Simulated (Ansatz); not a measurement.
Consider the following.

```
CELL_PARAMETERS angstrom
      3.65218     0.00000     0.00000
     -1.82609     3.16288     0.00000
      0.00000     0.00000    18.93792
ATOMIC_POSITIONS crystal
  Hf 0.00000 0.00000 0.50000
  S  0.33333 0.66667 0.57638
  S  0.66667 0.33333 0.42362
```

Level of theory: PBE, rigid bands (plane waves, PAW, scalar-relativistic; Ansatz, a quantum-chemistry and plane-wave program). How the cell was made: cell and atoms relaxed with PBE.

What conductivity effective mass do dilute holes have at 300 K?

0.34 mₑ.

Predict the electron conductivity mass (n e² τ/σ) at 300 K, by direction if it differs.

0.45 mₑ.

And the band gap?

1.31 eV at this level; semilocal functionals usually fall short of the measured gap.

Rigid bands, one relaxation time for all states, no polarons. Spin-orbit coupling is left out; where it splits the top of the valence band it changes the hole mass and lowers the gap by about a third of the splitting.

Model free-standing layer, not matched to a measured one here: monolayer HfS2.
